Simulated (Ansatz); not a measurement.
Base system: AlN in the wurtzite structure (space group P6_3mc, No. 186; a = 3.089 Å, c = 4.943 Å).

It is then changed as follows: a negative pressure, −2 GPa.

Computed with Ansatz (a first-principles code) LDA, no spin-orbit coupling.

Base, band edges from the VBM (valence, conduction): K -2.44, 4.92; H -0.81, 7.36; M -0.71, 5.74; L -1.39, 5.27; A -0.57, 6.61; Γ 0.00, 4.42 eV.

Question: Give the band edges at the high-symmetry points of the new zone, measured from its valence-band maximum.

Answer: 
```tsv
point	valence edge (eV)	conduction edge (eV)
Γ	0.00	4.33
M	-0.70	5.71
K	-2.42	4.92
A	-0.56	6.53
L	-1.38	5.24
H	-0.80	7.33
```

The gap is 4.33 eV, direct at Γ.

Load acts through the strain it causes; cell and atoms are relaxed under it. Whether these cells are dynamically stable was not tested.
